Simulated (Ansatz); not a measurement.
The parent structure is MgS in the rock salt structure (space group Fm-3m, No. 225; a = 5.182 Å).

All numbers come from PBEsol (Ansatz, a program for electronic structure), no spin-orbit coupling.

Carriers are added at fixed cell with a uniform background; the Fermi–Dirac width is that of 300 K.

One change was made to it. Results:

The Fermi level relative to the doped band's edge (positive inside the band; to 0.05 eV) comes out as +0.15 eV; the gap between the host's bands increases by 0.07 eV, from 2.73 eV to 2.80 eV; the gap character remains indirect, Γ → X.

**Question.** Name the change that was made.
A) holes 2.0×10^21 cm⁻³
B) holes 7.0×10^20 cm⁻³
C) electrons 7.0×10^20 cm⁻³

**Answer.** A, holes 2.0×10^21 cm⁻³. For comparison, the gap between the host's bands in the other runs: electrons 7.0×10^20 cm⁻³ gives 2.73 eV; holes 7.0×10^20 cm⁻³ gives 2.75 eV.

Carriers are added with a uniform compensating background; total energy and stress of such cells depend on the potential's zero and are not compared; many-body gap narrowing is missing at this level. No phonon test of stability was made.
